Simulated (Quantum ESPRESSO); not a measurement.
## Quick settings and what they miss: TiAl (P-6m2, 2 atoms in the cell)

Self-consistent single point.

```
CELL_PARAMETERS angstrom
      2.87299     0.00000     0.00000
     -1.43650     2.48809     0.00000
      0.00000     0.00000     4.68744
ATOMIC_POSITIONS crystal
  Ti 0.00000 0.00000 0.00000
  Al 0.33333 0.66667 0.50000
```

Computed with LDA (PZ), GBRV 1.5 ultrasoft (LDA) pseudopotentials (plane waves; Quantum ESPRESSO).

Base settings: ecutwfc = 50 Ry; ecutrho = 400 Ry; occupations = smearing; smearing = fd; degauss = 0.0073499 Ry; potentials = {Ti: ti_lda_v1.4.uspp.F.UPF, Al: al_lda_v1.uspp.F.UPF}; K_POINTS = automatic 13 13 7 0 0 0; conv_thr = 1e-10 Ry; mixing_beta = 0.4.

Tight run (finer mesh or higher cutoff; not a proven limit): ecutwfc: 50 Ry → 70 Ry; ecutrho: 400 Ry → 560 Ry; conv_thr: 1e-10 Ry → 7.3e-11 Ry; K_POINTS: automatic 13 13 7 0 0 0 → automatic 18 18 10 0 0 0. It gave Fermi level (on the code's own zero) 10.12 eV; pressure -6.61 GPa.

Quick runs, as changes from the base:
- A: the base itself
- B: K_POINTS: automatic 13 13 7 0 0 0 → automatic 4 4 4 0 0 0
- C: ecutwfc: 50 Ry → 40 Ry; ecutrho: 400 Ry → 320 Ry; smearing: fd → cold; degauss: 0.0073499 Ry → 0.0147 Ry; pseudopotentials: {Ti: ti_lda_v1.4.uspp.F.UPF, Al: al_lda_v1.uspp.F.UPF} → {Ti: ti_pbe_v1.4.uspp.F.UPF, Al: Al.pbe-n-kjpaw_psl.1.0.0.UPF}; K_POINTS: automatic 13 13 7 0 0 0 → automatic 2 2 2 0 0 0; input_dft: default → pbesol [PBEsol]
- D: ecutwfc: 50 Ry → 30 Ry; ecutrho: 400 Ry → 240 Ry; K_POINTS: automatic 13 13 7 0 0 0 → automatic 3 3 3 1 1 1
- E: ecutwfc: 50 Ry → 30 Ry; ecutrho: 400 Ry → 240 Ry; smearing: fd → gauss; degauss: 0.0073499 Ry → 0.036749 Ry; K_POINTS: automatic 13 13 7 0 0 0 → automatic 1 1 1 1 1 1
- F: ecutwfc: 50 Ry → 25 Ry; ecutrho: 400 Ry → 200 Ry; degauss: 0.0073499 Ry → 0.036749 Ry; pseudopotentials: {Ti: ti_lda_v1.4.uspp.F.UPF, Al: al_lda_v1.uspp.F.UPF} → {Ti: ti_pbe_v1.4.uspp.F.UPF, Al: Al.pbe-n-kjpaw_psl.1.0.0.UPF}; K_POINTS: automatic 13 13 7 0 0 0 → automatic 2 2 2 0 0 0; input_dft: default → pbesol [PBEsol]

Energies are extrapolated to zero smearing width, which holds to low order in the width alone (under cold and Methfessel-Paxton smearing the free energy itself is taken).

Dashes: energy of C, F, another energy zero.

† marks runs with another functional, U, potentials or spin treatment: their distance from the tight run is not a convergence error alone.

The count of work is k-points × plane waves × bands × iterations; it is no time. 

The starting cell comes from a database of computed structures (which also holds hypothetical and non-ambient phases and stackings), without a prior relaxation at this level. Its lattice was rescaled by a random factor within 2.5 % of one. Spin polarisation is off. In the base run, with a pressure of about -7 GPa the cell is away from its equilibrium volume at this level.

| run | energy less tight (meV/atom) | pressure less tight (GPa) | count of work / tight |
|---|---|---|---|
| A | 0.9 | 0.06 | 0.23 |
| B | 53.5 | 0.19 | 0.035 |
| C† | – | -5.10 | 0.0079 |
| D | -49.1 | -0.25 | 0.0093 |
| E | 1184.7 | -2.64 | 0.0014 |
| F† | – | -7.74 | 0.0036 |

Among the runs at the tight run's level, the energy misses run from 0.9 to 1184.7 meV/atom.
